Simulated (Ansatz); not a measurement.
Take InSb in the zinc blende structure (space group F-43m, No. 216; a = 6.556 Å) as the base.

Calculations: r2SCAN (Ansatz, a program for electronic structure; PAW; 500 eV plane waves; no spin-orbit coupling).

Strains are applied to the cell and any free atomic positions relax.

One change was made to it. Results:

```tsv
quantity	base	after
energy relative to the base (free energy F)	0 meV/atom	+4.5 meV/atom
valley order (the lowest conduction-band minima on the path, energy above the VBM, named in the base's zone)	Γ 0.02 eV; L along ⟨111⟩ 0.77 eV; a point along ⟨100⟩, about 0.8 Å⁻¹ from Γ 1.48 eV	Γ 0.21 eV; L along ⟨111⟩ 0.83 eV; a point along ⟨100⟩, about 0.8 Å⁻¹ from Γ 1.45 eV
pressure	0.0 GPa	1.4 GPa
```

Problem. Name the change that was made.
(A) isotropic strain −1.50 %
(B) isotropic strain −1.00 %
(C) isotropic strain −3.00 %

Solution. B, isotropic strain −1.00 %. For comparison, the valley order in the other runs: isotropic strain −1.50 % gives Γ 0.30 eV; L along ⟨111⟩ 0.86 eV; a point along ⟨100⟩, about 0.8 Å⁻¹ from Γ 1.43 eV; isotropic strain −3.00 % gives Γ 0.59 eV; L along ⟨111⟩ 0.96 eV; a point along ⟨100⟩, about 0.8 Å⁻¹ from Γ 1.37 eV.

Spin-orbit coupling, missing from the scalar runs, can matter with Sb. The levels and masses belong to the bands next to the band gap. No phonon test of stability was made. All final runs are without spin polarisation.
